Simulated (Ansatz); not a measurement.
For SiO₂ (P4₁2₁2, No. 92), PBE-D3(BJ) in Ansatz (plane waves, PAW) gives:

```
Property                                Result
------------------------------  --------------
equilibrium lattice constant a         4.943 Å
lattice parameter c                    6.814 Å
enthalpy of formation           -2.794 eV/atom
```

Task: What does r²SCAN-D4 (PAW; Ansatz, a first-principles code) give for the same quantities?

Result: 
- lattice constant a: 4.920 Å (shrinks by 0.5 %)
- lattice parameter c: 6.792 Å (falls by 0.3 %)
- formation enthalpy: -3.038 eV/atom (moves by -0.244 eV/atom)

Changes are worked out from the printed values.

Unless a cell is named, each level is at its own relaxed cell (PBE-D3(BJ) 13.88, r²SCAN-D4 13.70 Å³/atom).

Ansatz's density-functional and Hartree–Fock values are scalar-relativistic unless marked +SOC, with PAW data made under PBE.
